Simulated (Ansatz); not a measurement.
# Response to strain in SiC

The parent structure is SiC (space group P6_3mc, No. 186; a = 3.078 Å, c = 10.076 Å). Axes: x lies along a and z along c of the hexagonal cell.

Strains are applied to the cell and any free atomic positions relax; under biaxial strain the out-of-plane vector relaxes too.

Calculations: PBEsol (Ansatz, a quantum-chemistry and plane-wave program, PAW, no spin-orbit coupling).

Notes on the quantities. pressure: mean of the normal stresses, compression positive.

| variant | width of the top valence band | pressure | ratio −ε⊥/ε∥ |
|---|---|---|---|
| base | 2.47 eV | -0.01 GPa | – |
| biaxial strain +1.50 %, plane normal [001], relaxed out of plane | 2.41 eV | -5.63 GPa | 0.21 |
| biaxial strain +2.25 %, plane normal [001], relaxed out of plane | 2.40 eV | -8.17 GPa | 0.20 |
| biaxial strain +3.00 %, plane normal [001], relaxed out of plane | 2.38 eV | -10.55 GPa | 0.20 |

The levels and masses belong to the bands next to the band gap. Stability against distortions was not tested.
